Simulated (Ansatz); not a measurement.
Worked example: self-consistent single point of HfC (I4mm, 2 atoms in the cell) in Ansatz (a program for electronic structure).

Level of theory: LDA (PW92), PAW files made with PBE (plane waves; Ansatz).

The change in words: lattice scaled by 0.98; kpoints.mp_grid.grid: 12 12 12 → 40 40 40. Reference geometry:
```xyz
2
Lattice="0.0000 2.3316 2.3316 2.3316 0.0000 2.3316 2.3316 2.3316 0.0000" Properties=species:S:1:pos:R:3 pbc="T T T"
Hf     0.0000     0.0000     0.0500
C      2.3316     2.3316     2.3316
```

Reference input (self-consistent single point, DFT, LDA (PW92), plane waves, PAW files made with PBE): basis.ecutwfc = 420 eV; kpoints.mp_grid.grid = 12 12 12; hamiltonian.xc = lda; hamiltonian.pseudopotentials = {kind: paw} (the program's default PAW files); scf.occupations.method = fermi_dirac; scf.occupations.width = 0.1 eV. This run's input differs from it in these lines:

Ansatz 0.2 input:
```diff
@@ -2,8 +2,8 @@
   lattice:
-    - [0.00000000, 2.33160000, 2.33160000]
-    - [2.33160000, 0.00000000, 2.33160000]
-    - [2.33160000, 2.33160000, 0.00000000]
+    - [0.00000000, 2.28496800, 2.28496800]
+    - [2.28496800, 0.00000000, 2.28496800]
+    - [2.28496800, 2.28496800, 0.00000000]
   atoms:
-    - { symbol: Hf, position_ang: [-0.00000000, -0.00000000, 0.04999883] }
-    - { symbol: C, position_ang: [2.33160000, 2.33160000, 2.33160000] }
+    - { symbol: Hf, position_ang: [-0.00000000, -0.00000000, 0.04899885] }
+    - { symbol: C, position_ang: [2.28496800, 2.28496800, 2.28496800] }
 basis:
@@ -11,3 +11,3 @@
 kpoints:
-  mp_grid: { grid: [12, 12, 12] }
+  mp_grid: { grid: [40, 40, 40] }
 hamiltonian:
```

Log, with long lists cut:

```
SCF iter   1: F=—  HF=-15723.154138 eV  |F-HF|=—  |Δ(HF+E_count)|=         —  Δρ=9.22e-2  dr2=2.71e0  ethr=3.10e-3  ⟨swp⟩=5.2  Hψ=389446  notcnv=0  defer=1
all-band conjugate gradients solve this SCF's bands
preconditioner: auto → Kerker (q_TF=auto, 2.834 Å⁻¹)
SCF iter   2: F=—  HF=-15722.573982 eV  |F-HF|=—  |Δ(HF+E_count)|=   5.80e-1  Δρ=3.29e-2  dr2=2.60e-1  ethr=3.10e-3  ⟨swp⟩=2.1  Hψ=149326  notcnv=0  defer=14
   [... lines left out ...]
SCF iter   7: F=—  HF=-15722.506548 eV  |F-HF|=—  |Δ(HF+E_count)|=   2.61e-6  Δρ=7.90e-5  dr2=1.06e-6  ethr=6.48e-8  ⟨swp⟩=2.4  Hψ=159954  notcnv=0  defer=1
SCF iter   8: F=-15722.506548 eV  HF=-15722.506548 eV  |F-HF|=5.28e-9  |Δ(HF+E_count)|=   2.24e-7  Δρ=1.33e-5  dr2=2.34e-8  ethr=1.00e-12  ⟨swp⟩=5.3  Hψ=797037  notcnv=1
the eigensolve of this SCF's closing iteration (iteration 8) left 1 band unlocked in 1 slot: it is empty (under 1e-4 electrons) …
SCF 1 converged in 8 iterations: F = -15722.506548 eV  dr2 = 2.34e-8
Free energy (F): -15722.506548 eV
Internal energy: -15722.497182 eV  (E = F + TS)
E sigma→0 (E₀):  -15722.501865 eV
Entropy (-TS):   -0.009367 eV (-4.683 meV/atom)
Fermi energy:    19.331672 eV
--- Forces (eV/Å), atoms counted from 1 ---
  atom   1  Hf     0.00000000     0.00000000    -0.43554316
  atom   2  C      0.00000000     0.00000000     0.43552975
--- Stress (GPa, compression-positive) ---
        0.456169       0.000000       0.000000
        0.000000       0.456169       0.000000
        0.000000       0.000000       1.319254
  P = ⅓ Tr σ = 0.7439 GPa (7.439 kbar)
  The stress holds the Pulay correction. Without it, at fixed plane waves, as pw.x and ABINIT print it: P = 0.5153 GPa
```

The run converged in 8 iterations. Against the reference run the free energy drops by 31.3 meV/atom, the pressure goes from -13.43 to 0.74 GPa and the largest force goes from 0.340 to 0.436 eV/Å.

The starting cell has typed, rounded lattice constants, without a prior relaxation at this level. Its lattice was rescaled by up to half a per cent. One atom was moved a little off its site on purpose. For this run, on top of that: lattice scaled by 0.98. Ansatz's pressure includes its estimate of the finite-basis (Pulay) stress.

Cost on one core of a shared machine: roughly 2 min.
